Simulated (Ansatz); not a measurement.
Start from CsSnI3 in the cubic perovskite structure (space group Pm-3m, No. 221; a = 6.031 Å). Axes: x, y, z lie along the cube axes.

The values are results of Ansatz (an electronic-structure program) LDA, no spin-orbit coupling, not measurements.

Modification: a pure shear with ε_xy = ε_yx = 0.0067, atoms relaxed at fixed cell.

What does the calculation give for the valley order after the change?

The valley order (the lowest conduction-band minima on the path, energy above the VBM, named in the base's zone) comes out as R along [111] 0.02 eV; M along [101] 0.53 eV.

What does the calculation give for the energy relative to the base after the change?

The energy stays essentially unchanged.

Spin-orbit coupling, missing from the scalar runs, can matter with I. The cells carry an imposed strain or load. No phonon test of stability was made. The final runs are not spin-polarised. Many cubic perovskites are stable only at high temperature; tilts and polar distortions were not tested.
